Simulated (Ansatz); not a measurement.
The reference is Cs₂AgBiBr₆ (space group Fm-3m, No. 225; a = 11.1877 Å).

Calculations: PBEsol, PAW, 420 eV (Ansatz, a quantum-chemistry and plane-wave program; scalar-relativistic without spin-orbit coupling), earlier PAW set.

One change was made to it. Results:

The band gap becomes zero (base: 1.10 eV); the shortest interatomic distance goes up by 0.051 Å to 2.804 Å.

Which change produced these results?
(A) Bi → Pb
(B) Br → F
(C) Ag → Cd

C, Ag → Cd. For comparison, the shortest interatomic distance in the other runs: Br → F gives 2.254 Å; Bi → Pb gives 2.704 Å.

Spin-orbit coupling, missing from the scalar runs, can matter with Bi. Stability against distortions was not tested. As relaxed here, Cs2CdBiBr6 and Cs2AgPbBr6 are hypothetical phases, not in the database extracts checked. For Cs2AgBiF6 in this form, whether it has been made was not checked. No Hubbard U is applied, and correlation can decide whether such a compound is a metal. All final runs are without spin polarisation. An odd electron count without spin: Cs2CdBiBr6 and Cs2AgPbBr6.
